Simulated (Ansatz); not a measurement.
Take HfO₂ in the fluorite structure (space group Fm-3m, No. 225) as the base.

```
CELL_PARAMETERS angstrom
      0.00000     2.52188     2.52188
      2.52188     0.00000     2.52188
      2.52188     2.52188     0.00000
ATOMIC_POSITIONS crystal
  Hf 0.00000 0.00000 0.00000
  O  0.25000 0.25000 0.25000
  O  0.75000 0.75000 0.75000
```

All numbers come from DFT with PBEsol, PAW potentials and a 420 eV plane-wave cutoff in Ansatz (a program for electronic structure), no SOC.

For the base:

The band gap is 3.69 eV.

The change: every lattice vector is shortened by 0.50 %; the atoms relax in the strained cell.

Task: Estimate the effect on the band gap.

Result: The band gap rises by 0.03 eV (3.69 eV → 3.72 eV).

Spin-orbit coupling, missing from the scalar runs, can matter with Hf. Stability against distortions was not tested. This is not the structure that HfO2 has at room temperature and ambient pressure.
